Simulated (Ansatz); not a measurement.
Take Nb in the bcc (W type) structure (space group Im-3m, No. 229; a = 3.303 Å) as the base.

Method: r2SCAN in Ansatz (plane waves to 500 eV, PAW, no spin-orbit coupling).

For the base:

```
Quantity              Result
-------------------  -------
Lattice parameter a  3.303 Å
```

The change: a hydrostatic pressure of 22.5 GPa.

### Question
What happens to the lattice parameter a?

### Answer
The lattice parameter a decreases by 0.115 Å, from 3.303 Å to 3.188 Å.

Load acts through the strain it causes; cell and atoms are relaxed under it. Whether these cells are dynamically stable was not tested. No other phases were tried under pressure. All final runs are without spin polarisation.

Ansatz is a first-principles code.
